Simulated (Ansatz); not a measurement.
Consider Rh in the fcc (Cu type) structure (space group Fm-3m, No. 225; a = 3.7551 Å; relaxed with 0.1 eV smearing).

All numbers come from Kohn–Sham DFT with the LDA functional, run in Ansatz (an electronic-structure program) with PAW and 420 eV plane waves, without spin-orbit coupling.

For the base:

| Item | Result |
|---|---|
| Pressure | 0.0 GPa |

It is then changed as follows: the cell is scaled by 1.0200 in all directions, atoms relaxed at fixed cell.

What does the calculation give for the energy relative to the base after the change?

The energy goes up by 43 meV/atom.

How does this affect the pressure?

The pressure goes from zero to -16.1 GPa.

The cells carry an imposed strain or load. Stability against distortions was not tested. The final runs are not spin-polarised. Rh lies near a magnetic instability that expansion can trigger; it was not tested.
